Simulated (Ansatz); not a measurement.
Ansatz (an electronic-structure program) run on Zr2Sb3Pd (P-4m2, 6 atoms in the cell): self-consistent single point.

Method: LDA (PW92), PAW files made with PBE (plane waves; Ansatz).

```xyz
6
Lattice="3.9613 0.0000 0.0000 0.0000 3.9613 0.0000 0.0000 0.0000 8.7389" Properties=species:S:1:pos:R:3 pbc="T T T"
Zr     1.9806     0.0000     6.4597
Zr     0.0000     1.9806     2.2792
Sb     1.9806     0.0000     3.3537
Sb     0.0000     1.9806     5.3852
Sb     0.0000     0.0000     0.0000
Pd     1.9806     1.9806     0.0000
```

Reference input (self-consistent single point, DFT, PBEsol, plane waves, PAW files made with PBE): kpoints.mp_grid.grid = 7 7 3; hamiltonian.xc = pbesol; hamiltonian.pseudopotentials = {kind: paw} (the program's default PAW files); scf.occupations.method = gaussian; scf.occupations.width = 0.01 Ry. This run's input differs from it in these lines:

Ansatz 0.2 input:
```diff
@@ -16,3 +16,3 @@
 hamiltonian:
-  xc: pbesol
+  xc: lda
   pseudopotentials:
```

Output (repeated stretches shortened):

```
SCF iter   1: F=—  HF=-34041.143454 eV  |F-HF|=—  |Δ(HF+E_count)|=         —  Δρ=3.72e-1  dr2=5.66e2  ethr=3.10e-3  ⟨swp⟩=6.2  Hψ=3839  notcnv=0
all-band conjugate gradients solve this SCF's bands
preconditioner: auto → Kerker (q_TF=auto, 2.529 Å⁻¹)
SCF iter   2: F=—  HF=-34012.368541 eV  |F-HF|=—  |Δ(HF+E_count)|=    2.88e1  Δρ=4.88e-2  dr2=8.36e0  ethr=3.10e-3  ⟨swp⟩=4.0  Hψ=2777  notcnv=0  defer=43
   [... lines left out ...]
SCF iter   8: F=—  HF=-34011.073593 eV  |F-HF|=—  |Δ(HF+E_count)|=   2.51e-4  Δρ=1.57e-4  dr2=9.33e-5  ethr=2.21e-6  ⟨swp⟩=2.0  Hψ=1322  notcnv=0  defer=38
SCF iter   9: F=—  HF=-34011.073580 eV  |F-HF|=—  |Δ(HF+E_count)|=   1.29e-5  Δρ=8.99e-5  dr2=3.74e-5  ethr=1.07e-7  ⟨swp⟩=1.9  Hψ=1119  notcnv=0  defer=39
SCF iter  10: F=—  HF=-34011.073575 eV  |F-HF|=—  |Δ(HF+E_count)|=   5.22e-6  Δρ=8.23e-6  dr2=1.27e-7  ethr=4.30e-8  ⟨swp⟩=2.0  Hψ=1277  notcnv=0  defer=39
SCF iter  11: F=-34011.073575 eV  HF=-34011.073575 eV  |F-HF|=7.01e-9  |Δ(HF+E_count)|=   2.65e-8  Δρ=2.53e-6  dr2=1.46e-8  ethr=1.15e-10  ⟨swp⟩=13.1  Hψ=4860  notcnv=0
SCF 1 converged in 11 iterations: F = -34011.073575 eV  dr2 = 1.46e-8
Free energy (F): -34011.073575 eV
Internal energy: -34011.052379 eV  (E = F + TS)
E sigma→0 (E₀):  -34011.062977 eV
Entropy (-TS):   -0.021196 eV (-3.533 meV/atom)
Fermi energy:    13.333094 eV
--- Forces (eV/Å), atoms counted from 1 ---
  atom   1  Zr     0.00000000     0.00000000     0.03250192
  atom   2  Zr     0.00000000     0.00000000    -0.03250192
  atom   3  Sb     0.00000000     0.00000000    -0.15918232
  atom   4  Sb     0.00000000     0.00000000     0.15918232
  atom   5  Sb     0.00000000     0.00000000     0.00000000
  atom   6  Pd    -0.00000000     0.00000000     0.00000000
--- Stress (GPa, compression-positive) ---
       -7.237598       0.000000      -0.000000
        0.000000      -7.237598       0.000000
        0.000000       0.000000      -7.039331
  P = ⅓ Tr σ = -7.1715 GPa (-71.715 kbar)
  The stress holds the Pulay correction. Without it, at fixed plane waves, as pw.x and ABINIT print it: P = -7.1906 GPa
```

The run converged in 11 iterations. Against the reference run the pressure goes from -4.83 to -7.17 GPa and the largest force goes from 0.117 to 0.159 eV/Å.

The starting cell comes from a database of computed structures (which also holds hypothetical and non-ambient phases and stackings), without a prior relaxation at this level. Spin polarisation is off. With a pressure of about -7 GPa the cell is away from its equilibrium volume at this level. Ansatz's pressure includes its estimate of the finite-basis (Pulay) stress.
